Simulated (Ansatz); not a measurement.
Base system: CsSnI₃ (space group P4/mbm, No. 127; a = 8.536 Å, c = 6.220 Å). Axes: x, y, z lie along a, b, c of the conventional cell.

Calculations: Ansatz (a quantum-chemistry and plane-wave program) PBEsol, no spin-orbit coupling.

Strains are applied to the cell and any free atomic positions relax; under biaxial strain the out-of-plane vector relaxes too.

One change was made to it. Results:

```tsv
quantity	base	after
hole mass	0.031 mₑ along k, 0.066 mₑ across (at Z)	0.035 mₑ along k, 0.070 mₑ across (at Z)
band gap	0.28 eV	0.32 eV
pressure (mean of the normal stresses, compression positive)	0.00 GPa	-0.14 GPa
```

### Question
Which change produced these results?
A. isotropic strain +2.42 %
B. isotropic strain +0.26 %
C. biaxial strain +1.34 %, plane normal [001], relaxed out of plane

### Answer
B, isotropic strain +0.26 %. For comparison, the band gap in the other runs: biaxial strain +1.34 %, plane normal [001], relaxed out of plane gives 0.37 eV; isotropic strain +2.42 % gives 0.49 eV.

Spin-orbit coupling, missing from the scalar runs, can matter with I. Effective masses come from finite differences of ±0.01 Å⁻¹. Along k means along the line from Γ to the band edge. Stability against distortions was not tested. A zero or small gap of CsSnI3 can be the functional's error rather than a property of the material.
